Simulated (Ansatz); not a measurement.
Here is the system:

End structure of H2 on the (111) surface of diamond (H on every top atom; a constructed slab, bottom: 1 H on 1 bottom sites), one in a cell of 22 Å², started at the site 'hollow H-H-H over C at depth 3.7 Å':

```
CELL_PARAMETERS angstrom
      5.05093     0.00000     0.00000
     -2.52547     4.37424     0.00000
      0.00000     0.00000    28.00000
ATOMIC_POSITIONS crystal
  C  0.00000 0.00000 0.38033
  C  0.00000 0.50000 0.38033
  C  0.50000 0.00000 0.38033
  C  0.50000 0.50000 0.38033
  C  0.16667 0.33333 0.39874
  C  0.16667 0.83333 0.39874
  C  0.66667 0.33333 0.39874
  C  0.66667 0.83333 0.39874
  C  0.16667 0.33333 0.45395
  C  0.16667 0.83333 0.45395
  C  0.66667 0.33333 0.45395
  C  0.66667 0.83333 0.45395
  C  0.33333 0.16667 0.47233
  C  0.33333 0.66667 0.47233
  C  0.83333 0.16667 0.47233
  C  0.83333 0.66667 0.47233
  C  0.33333 0.16667 0.52735
  C  0.33333 0.66667 0.52735
  C  0.83333 0.16667 0.52735
  C  0.83333 0.66667 0.52735
  C  0.99999 0.00000 0.54564
  C  0.00000 0.50000 0.54564
  C  0.50001 0.00000 0.54564
  C  0.50001 0.50001 0.54564
  C  0.00000 0.00000 0.60094
  C  0.00000 0.50000 0.60092
  C  0.50000 0.00000 0.60094
  C  0.50000 0.50000 0.60094
  C  0.16665 0.33334 0.61830
  C  0.16665 0.83331 0.61831
  C  0.66669 0.33334 0.61830
  C  0.66667 0.83334 0.61830
  H  0.00000 0.00000 0.34082
  H  0.00000 0.50000 0.34082
  H  0.50000 0.00000 0.34082
  H  0.50000 0.50000 0.34082
  H  0.16664 0.33347 0.65787
  H  0.16656 0.83312 0.65788
  H  0.66684 0.33347 0.65787
  H  0.66662 0.83324 0.65789
  H  0.26070 0.17002 0.74844
  H  0.40932 0.17002 0.74844
```

Model: 42-atom slab, 8.9 Å thick at the start with caps and adatoms under the adsorbate (thin: gaps and levels are the slab's own), 5x5x1 mesh, Fermi-Dirac 0.01 eV, dipole correction, 20 atoms held, the rest relaxed; start symmetry kept, larger cells not searched; no spin, no spin-orbit, no U. At the end no host atom lies within bonding distance. In D3-corrected PBE it is, or lies within 0.03 eV of, the lowest of the starts that converged.

A negative adsorption energy means that the adsorbate is more stable on the surface than in its reference.

Q: Estimate the adsorption energy against H2(g) that PBE with D3(BJ) dispersion in Ansatz (a program for electronic structure) returns for this input.

A: -47 meV
